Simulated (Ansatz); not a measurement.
The reference is Re in the hcp (Mg type) structure (space group P6_3/mmc, No. 194; a = 2.7751 Å, c = 4.4830 Å).

(Cell as relaxed with PBE.)

Levels (all Ansatz, a first-principles code, PAW): PBE (420 eV, spin-orbit coupling left out); PBEsol (420 eV, no SOC).

Each level relaxes its own structure.

```tsv
base	PBE	PBEsol
volume per atom	14.95 Å³	14.55 Å³
lattice parameter a	2.775 Å	2.751 Å
band gap	zero	zero
```

Now apply this change: a hydrostatic pressure of 15 GPa.

| quantity | PBE | PBEsol |
|---|---|---|
| lattice parameter a | 2.740 Å | [?] |
| band gap | zero | [?] |

Q: Given the PBE results, estimate those of PBEsol.

A: 
- lattice parameter a, PBEsol: 2.718 Å
- band gap, PBEsol: zero

PBE's lattice parameter a lies 0.022 Å above PBEsol's (0.8 %); the two agree on the band gap. Neither level is exact; PBEsol is the comparison here, not a measurement.

Load acts through the strain it causes; cell and atoms are relaxed under it. Stability against distortions was not tested. No other phases were tried under pressure. The final runs are not spin-polarised.
